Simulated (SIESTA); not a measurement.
## Input and output of a self-consistent single point for MnZn3 (P-6m2, 4 atoms in the cell) (SIESTA)

Computed with SIESTA with GGA PBEsol, numerical atomic orbitals DZP, PseudoDojo PBEsol standard norm-conserving potentials (rewritten from UPF to PSML).

The input file:

```
# files in the folder: Mn.psml Zn.psml (PseudoDojo PBEsol standard)
SystemName  MnZn3
SystemLabel mnzn3

NumberOfAtoms                4
NumberOfSpecies              2
%block ChemicalSpeciesLabel
  1 25 Mn
  2 30 Zn
%endblock ChemicalSpeciesLabel
LatticeConstant              1.0 Ang
%block LatticeVectors
     2.724980000    0.000000000    0.000000000
    -1.362490000    2.359902000    0.000000000
     0.000000000    0.000000000    8.762110000
%endblock LatticeVectors
AtomicCoordinatesFormat      Ang
%block AtomicCoordinatesAndAtomicSpecies
     1.362491362    0.786633213    0.000000000  1
     1.362491362    0.786633213    4.381055000  2
    -0.000001362    1.573268787    2.115348596  2
    -0.000001362    1.573268787    6.646761404  2
%endblock AtomicCoordinatesAndAtomicSpecies

XC.functional                GGA
XC.authors                   PBEsol
PAO.BasisSize                DZP
PAO.EnergyShift              0.01 Ry
MeshCutoff                   400 Ry
%block kgrid.MonkhorstPack
   11   0   0  0.0
    0  11   0  0.0
    0   0   3  0.0
%endblock kgrid.MonkhorstPack
OccupationFunction           MP
OccupationMPOrder            0
ElectronicTemperature        100.0 meV
Spin                         polarized
%block DM.InitSpin
  1 +4.00
  2 +0.00
  3 +0.00
  4 +0.00
%endblock DM.InitSpin

MaxSCFIterations             150
SCF.Mixer.Method             Broyden
SCF.Mixer.Weight             0.1
SCF.Mixer.History            8
SCF.DM.Tolerance             1.0E-05
Diag.ParallelOverK           true
WriteForces                  true
Charge.Mulliken              end
```

Output (repeated stretches shortened):

```
reinit: Reading from file input.fdf

reinit: System Name: MnZn3
reinit: System Label: mnzn3

NOTE on units for spin output:
{S} is the spin magnetic moment, in units of the Bohr magneton,
assuming a g-factor for the electron spin of exactly 2.
The spin magnetic moment is then numerically equal to the charge inbalance,
in units of electrons, between the spin-up and -down channels.

coor:   Atomic-coordinates input format  =     Cartesian coordinates
coor:                                          (in Angstroms)

siesta: Atomic coordinates (Bohr) and species
siesta:      2.57474   1.48652   0.00000  1        1
siesta:      2.57474   1.48652   8.27899  2        2
siesta:     -0.00000   2.97305   3.99743  2        3
siesta:     -0.00000   2.97305  12.56056  2        4

siesta: System type = bulk

initatomlists: Number of atoms, orbitals, and projectors:      4    76    72

siesta: ******************** Simulation parameters ****************************
redata: Spin configuration                          = collinear
redata: Time-Reversal Symmetry                      = T
redata: Number of Atomic Species                    =        2
redata: Mesh Cutoff                                 =   400.0000 Ry
redata: Net charge of the system                    =     0.0000 |e|
redata: Min. number of SCF Iter                     =        0
redata: Max. number of SCF Iter                     =      150
redata: SCF convergence failure will abort job
redata: SCF mix quantity                            = Hamiltonian
redata: Mix DM or H after convergence               =   F
redata: Recompute H after scf cycle                 =   F
redata: Mix DM in first SCF step                    =   T
redata: No kicks to SCF
redata: DM Mixing Weight for Kicks                  =     0.5000
redata: Require Harris convergence for SCF          =   F
redata: Harris energy tolerance for SCF             =     0.000100 eV
   [... lines left out ...]

superc: Internal auxiliary supercell:     5 x     5 x     3  =      75
superc: Number of atoms, orbitals, and projectors:    300   5700   5400

                        Single-point calculation

superc: Internal auxiliary supercell:     5 x     5 x     3  =      75
superc: Number of atoms, orbitals, and projectors:    300   5700   5400

outcell: Unit cell vectors (Ang):
        2.724980    0.000000    0.000000
       -1.362490    2.359902    0.000000
        0.000000    0.000000    8.762110

outcell: Cell vector modules (Ang)   :    2.724980    2.724980    8.762110
outcell: Cell angles (23,13,12) (deg):     90.0000     90.0000    120.0000
outcell: Cell volume (Ang**3)        :     56.3464
new_DM -- step:     1
Initializing Density Matrix...

Attempting to read DM from file... Failed...
initDM: WARNING: atom 2 has a closed-shell and cannot be polarized
initDM: WARNING: atom 3 has a closed-shell and cannot be polarized
initDM: WARNING: atom 4 has a closed-shell and cannot be polarized
DM filled with atomic data (user-defined):

InitMesh: MESH = 30 x 30 x 108 = 97200
InitMesh: Mesh cutoff (required, used) =   400.000   419.887 Ry

stepf: Methfessel-Paxton step function
       Using Hermite-Gauss polynomials of order  0
        iscf     Eharris(eV)        E_KS(eV)     FreeEng(eV)     dDmax    Ef(eV) dHmax(eV)
   scf:    1   -19689.588660   -19899.211072   -19899.219523  1.279754  0.707021 57.873777
     spin moment: {S} , |S| = {        0.0        0.0    2.27659 }     2.27659
   scf:    2   -19807.684660   -19955.643554   -19955.657812  1.066164  2.060708 52.159277
     spin moment: {S} , |S| = {        0.0        0.0    2.43766 }     2.43766
   scf:    3   -19999.572170   -19998.495276   -19998.507731  1.151296  0.505864 14.740459
     spin moment: {S} , |S| = {        0.0        0.0    2.75399 }     2.75399
   scf:    4   -20011.451419   -20006.453601   -20006.468225  0.358348 -0.345063  6.991841
     spin moment: {S} , |S| = {        0.0        0.0    2.96309 }     2.96309
   scf:    5   -20008.004760   -20007.476523   -20007.495448  0.094797 -0.468391  1.535329
     spin moment: {S} , |S| = {        0.0        0.0    3.04792 }     3.04792
   scf:    6   -20007.145618   -20007.441830   -20007.461315  0.060559 -0.445398  2.314014
   [... lines left out ...]
   scf:   27   -20007.580595   -20007.580596   -20007.590173  0.000029 -0.669554  0.001078
     spin moment: {S} , |S| = {        0.0        0.0    2.47397 }     2.47397
   scf:   28   -20007.580594   -20007.580595   -20007.590173  0.000016 -0.669531  0.000997
     spin moment: {S} , |S| = {        0.0        0.0    2.47398 }     2.47398
   scf:   29   -20007.580594   -20007.580594   -20007.590173  0.000018 -0.669482  0.000865
     spin moment: {S} , |S| = {        0.0        0.0    2.47401 }     2.47401
   scf:   30   -20007.580595   -20007.580594   -20007.590173  0.000013 -0.669467  0.000801
     spin moment: {S} , |S| = {        0.0        0.0    2.47400 }     2.47400
   scf:   31   -20007.580595   -20007.580595   -20007.590173  0.000010 -0.669452  0.000704
     spin moment: {S} , |S| = {        0.0        0.0    2.47398 }     2.47398
   scf:   32   -20007.580595   -20007.580595   -20007.590173  0.000008 -0.669439  0.000643
     spin moment: {S} , |S| = {        0.0        0.0    2.47397 }     2.47397
SCF Convergence by DM+H criterion
max |DM_out - DM_in|         :     0.0000083326
max |H_out - H_in|      (eV) :     0.0006428186
SCF cycle converged after 32 iterations

Using DM_out to compute the final energy and forces

siesta: E_KS(eV) =           -20007.5806

siesta: E_KS - E_eggbox =    -20007.5806

siesta: Atomic forces (eV/Ang):
     1   -0.000070    0.000040   -0.000000
     2   -0.000088    0.000051    0.000000
     3    0.000057   -0.000033    0.692860
     4    0.000057   -0.000033   -0.692860
   Tot   -0.000044    0.000025    0.000000
   Max    0.692860
   Res    0.282859    sqrt( Sum f_i^2 / 3N )
   Max    0.692860    constrained

Stress tensor Voigt[x,y,z,yz,xz,xy] (kbar):      205.23      205.66      153.72       -0.00       -0.00        0.37
(Free)E + p*V (eV/cell)   -20014.2090
Target enthalpy (eV/cell)   -20007.5902

siesta: Program's energy decomposition (eV):
siesta: Ebs     =     -2972.887309
siesta: Eions   =     23519.226186
siesta: Ena     =       949.441315
siesta: Ekin    =      8841.268351
siesta: Enl     =     -4114.883589
siesta: Eso     =         0.000000
siesta: Edftu   =         0.000000
siesta: DEna    =       135.231971
siesta: DUscf   =         9.908935
siesta: DUext   =         0.000000
siesta: Ex      =     -2176.671479
siesta: Ec      =      -132.649913
siesta: Exc     =     -2309.321391
siesta: Eharris =    -20007.580595
siesta: Etot    =    -20007.580595
siesta: FreeEng =    -20007.590173

siesta: Atomic forces (eV/Ang):
siesta:      1   -0.000070    0.000040   -0.000000
siesta:      2   -0.000088    0.000051    0.000000
siesta:      3    0.000057   -0.000033    0.692860
siesta:      4    0.000057   -0.000033   -0.692860
siesta: ----------------------------------------
siesta:    Tot   -0.000044    0.000025    0.000000

siesta: Stress tensor (static) (eV/Ang**3):
siesta:     0.128097    0.000230   -0.000000
siesta:     0.000230    0.128362   -0.000000
siesta:    -0.000000   -0.000000    0.095942

siesta: Cell volume =         56.346376 Ang**3

siesta: Pressure (static):
siesta:                Solid            Molecule  Units
   [... lines left out ...]
siesta:        -188.20240614       -158.44215034  kBar
   [... lines left out ...]
               3dz2    3dxz    3dx2-y2
   1  6.116   0.994   0.749  -0.296   1.008   1.009   1.008   0.132   0.097
              0.132   0.355   0.168   0.328   0.168   0.355  -0.046   0.011

             -0.020   0.011  -0.046

Species: Zn
Atom  Qatom  Qorb
               3s      4s      4s      3py     3pz     3px     4py     4pz
               4px     3dxy    3dyz    3dz2    3dxz    3dx2-y2 3dxy    3dyz
               3dz2    3dxz    3dx2-y2
   2 10.013   1.002   0.852  -0.307   1.005   1.004   1.005   0.191   0.189
              0.191   0.931   0.933   0.930   0.933   0.931   0.045   0.044

              0.044   0.044   0.045
   3 10.067   1.002   0.927  -0.361   1.005   1.006   1.005   0.185   0.230
              0.185   0.932   0.946   0.939   0.946   0.932   0.044   0.032

              0.037   0.032   0.044
   4 10.067   1.002   0.927  -0.361   1.005   1.006   1.005   0.185   0.230
              0.185   0.932   0.946   0.939   0.946   0.932   0.044   0.032

              0.037   0.032   0.044

mulliken: Qtot =       36.263

Mulliken Atomic Populations:
Atom #   charge [q] valence [e]      Sz [e]  Species
     1     0.001912   14.998088    2.766086  Mn
     2     0.017582   19.982418   -0.043181  Zn
     3    -0.009747   20.009747   -0.124468  Zn
     4    -0.009747   20.009747   -0.124468  Zn
 Total     0.000000                2.473969
```

The run converged in 32 iterations.

The starting cell comes from a database of computed structures (which also holds hypothetical and non-ambient phases and stackings), without a prior relaxation at this level. With one magnetic atom in the cell only a parallel order is possible. Values carry the incompleteness of an atom-centred basis. With a pressure of about -19 GPa the cell is away from its equilibrium volume at this level.

Cost on one core of a shared machine: roughly 70 s.
